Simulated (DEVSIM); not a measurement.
# illuminated Si n-on-p cell, one wavelength

Device: illuminated Si n-on-p cell, one wavelength, at 300 K.

```csv
layer (left to right),material,thickness (μm),Nd (cm⁻³),Na (cm⁻³),τn (s),τp (s),absorption coefficient (cm⁻¹)
1,Si,0.490,3.3e18,-,3.7e-6,7.1e-7,11000
2,Si,140,-,1.3e15,1.7e-5,1.7e-5,11000
```

Left contact: ohmic, minority hole recombination velocity 1e6 cm/s. Right contact: ohmic, minority electron recombination velocity 900 cm/s. Voltage is applied to the left contact. Recombination: SRH at mid-gap, radiative, Auger. Gap narrowing is on: ΔEg = 6.92 meV × (l + √(l² + 0.5)), l = ln(N/1.3e17 cm⁻³), shared equally by both band edges. Light enters at the left, 8.8e16 photons cm⁻² s⁻¹, one pass, no reflection. Mobility is μmin + (μ − μmin)/(1 + (N/Nref)^α).

The device is made up for the run: typed textbook-type constants, with dimensions and the other settings drawn at random. Values at 300 K.

```tsv
parameter	Si
gap (eV)	1.124
affinity (eV)	4.05
permittivity	11.7
Nc (cm⁻³)	2.86e19
Nv (cm⁻³)	3.1e19
μn (cm²/Vs)	1417
μp (cm²/Vs)	470
μn,min	52
μp,min	45
Nref,n	9.7e16
Nref,p	2.2e17
αn	0.68
αp	0.72
B (cm³/s)	4.7e-15
Cn (cm⁶/s)	2.8e-31
Cp (cm⁶/s)	9.9e-32
```

Model (solved in DEVSIM): 1D drift-diffusion, Boltzmann statistics, complete ionisation; no tunnelling, impact ionisation, image-force lowering or self-heating.

```yaml
potential_step_across_the_device_at_zero_bias: 0.785 V
largest_field_in_the_device_at_zero_bias: 76000 V/cm
Dark forward voltage at 1 A/cm²: 0.662 V
Dark forward voltage at 100 A/cm²: 0.920 V
short_circuit_current: 11.0 mA/cm²
open_circuit_voltage: 0.521 V
fill_factor: 0.81
largest_power: 4.64 mW/cm²
share_of_generated_pairs_collected_at_short_circuit: 0.783
```

Current under light (generator sign):

```csv
V (V),J (mA/cm²)
0.00,11.0
0.06,11.0
0.14,11.0
0.22,11.0
0.30,11.0
0.38,11.0
0.40,10.9
0.42,10.8
0.44,10.5
0.46,9.96
0.48,8.72
0.50,6.06
0.52,0.498
0.54,-10.9
```

Dark forward current:

```csv
V (V),J (A/cm²)
-0.05,-8.8e-10
-0.10,-3.7e-9
-0.15,-1.5e-8
-0.20,-6.9e-8
-0.25,-3.8e-7
-0.35,-1.5e-5
-0.40,-0.00010
-0.45,-0.00071
-0.50,-0.0048
-0.55,-0.031
-0.60,-0.16
-0.65,-0.72
-0.70,-2.8
-0.75,-8.7
-0.85,-45
-0.90,-82
-0.95,-130
-1.00,-200
-1.05,-290
-1.10,-390
-1.15,-520
-1.20,-660
-1.25,-820
-1.35,-1200
-1.40,-1400
-1.45,-1700
-1.50,-1900
-1.55,-2200
```
